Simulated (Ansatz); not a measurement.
# ZnS, response to strain

Take ZnS in the wurtzite structure (space group P6_3mc, No. 186; a = 3.738 Å, c = 6.143 Å) as the base. Axes: x lies along a and z along c of the hexagonal cell.

Strains are applied to the cell and any free atomic positions relax.

Level of theory: LDA (Ansatz, a program for electronic structure; PAW; 420 eV plane waves; spin-orbit coupling left out).

Candidates:
(a) uniaxial strain ε_zz = +1.20 %
(b) uniaxial strain ε_zz = +1.80 %
(c) uniaxial strain ε_zz = +0.60 %
(d) uniaxial strain ε_zz = +3.00 %
(e) uniaxial strain ε_zz = +2.40 %

Base values:

The band gap is 2.19 eV.

### Question
Order them by band gap, highest first.

### Answer
(c) uniaxial strain ε_zz = +0.60 % (2.14 eV), (a) uniaxial strain ε_zz = +1.20 % (2.10 eV), (b) uniaxial strain ε_zz = +1.80 % (2.05 eV), (e) uniaxial strain ε_zz = +2.40 % (2.00 eV), (d) uniaxial strain ε_zz = +3.00 % (1.95 eV)

No phonon test of stability was made.
